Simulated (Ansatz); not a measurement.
The starting structures come from a database of crystals and need not be the phases stable at ambient conditions.

**Evanescent states of CdBr2 (P6_3mc, not sure to be the ambient phase, 6 atoms a cell, 29.0 Å³ an atom) along the normal of (100)**

Calculation: r2SCAN (plane waves, PAW; Ansatz, an electronic-structure program).

The gap is the functional's own. No spin-orbit coupling. Mid-gap values are interpolated on the energy grid.

Energies count from the valence-band top; κ is the least over a 8×4 mesh across the current.

```csv
E (eV),κ (1/Å),where
0.09,0.108,off Γ
0.26,0.177,off Γ
0.42,0.206,Γ
0.59,0.228,Γ
0.77,0.245,Γ
0.94,0.259,Γ
1.10,0.270,Γ
1.27,0.278,Γ
1.45,0.277,Γ
1.61,0.269,Γ
1.78,0.263,Γ
1.96,0.257,Γ
2.12,0.249,Γ
2.29,0.239,Γ
2.46,0.227,Γ
2.63,0.213,Γ
2.81,0.194,Γ
2.98,0.171,Γ
3.15,0.140,Γ
3.31,0.094,Γ
```

Q: How thick must the barrier be to attenuate the transmission by 10^6 when the electrodes' Fermi level lies at 1.27 eV, and what attenuation does that film give at 1.10 eV?

A: d = 6 ln 10 / (2 × 0.278) = 24.8 Å. At 1.10 eV it gives 6 × 0.270/0.278 = 5.8 decades.
